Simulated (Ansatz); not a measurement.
# Ti: stress against strain

Ti (hcp, P6_3/mmc, 16.745 Å³/atom at rest, c along z) under an equal strain ε in the (0001) plane with the normal axis free, as in a coherent film. PBEsol in Ansatz, a plane-wave DFT program (PAW, default set), 420 eV, 23×23×13 Γ-centred mesh, Fermi-Dirac smearing 0.10 eV; ions are relaxed within the symmetry of each cell. Stress is positive for a compressed cell.

Here s stands for strain and y for stress xx.

```csv
strain (%),stress xx (GPa)
-1.50,3.11
-1.00,2.06
-0.50,1.01
0.00,0.00
0.50,-1.00
1.00,-1.97
1.50,-2.91
3.00,?
```

Taking a straight line for y over the 7 complete rows: Means: s 0, y 0.043. About the means, the sum of products is -14.065 and the sum of squares of s is 7.0000; the slope is their ratio. Least squares gives y = 0.043 - 2.0093·s. Residuals (row less fit): 0.053, 0.008, -0.038, -0.043, -0.038, -0.004, 0.061; standard error 0.048 (degrees of freedom: 5). The slope gives the biaxial elastic modulus of this plane = 201 ± 1.8 GPa.

Problem. What does the fit predict for y at s = 3.00, and how far is the calculated value from it?

Solution. y = 0.043 - 2.0093 × 3.0 = -5.985 GPa. The calculation gives -5.49 GPa, 0.495 GPa above the prediction (5.8 % of the range of y in the table). The row lies outside the fitted rows, so this is an extrapolation. From the scatter of the fitted rows alone, a prediction at this place has a standard error of 0.074 GPa, so the miss is 6.7 times that.

One order more, fitted to all 13 runs of the series, follows each within 0.05, so the miss is the next term of a smooth law. In a metal these values are sensitive to mesh and smearing; energies are taken to zero smearing, stresses follow the free energy. Rows are the converged runs of the series near zero and its far end; series whose fitted rows scatter by over a few per cent of the range, as at a crossing or softening among them, aren't shown in this form. Most that stay on the fit to the last digits aren't either.
